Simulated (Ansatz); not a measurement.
The parent structure is AlN in the zinc blende structure (space group F-43m, No. 216; a = 4.3777 Å).

Level of theory: DFT with PBEsol, PAW potentials and a 420 eV plane-wave cutoff in Ansatz (a quantum-chemistry and plane-wave program), no spin-orbit coupling.

One change was made to it. Results:

The lattice parameter a drops by 0.135 Å (4.378 Å → 4.243 Å); the smallest direct gap rises by 0.84 eV, from 4.06 eV to 4.90 eV.

Task: Which of these changes matches the shifts?
(A) pressure 9 GPa
(B) pressure 22.5 GPa
(C) pressure 2.1 GPa

Result: B, pressure 22.5 GPa. For comparison, the lattice parameter a in the other runs: pressure 9 GPa gives 4.318 Å; pressure 2.1 GPa gives 4.363 Å.

Load acts through the strain it causes; cell and atoms are relaxed under it. Stability against distortions was not tested. Tetrahedral semiconductors of this kind turn to denser phases somewhere between about 1 and 50 GPa; those were not computed, so compressed cells here can lie past the real transition. This is not the structure that AlN has at room temperature and ambient pressure.
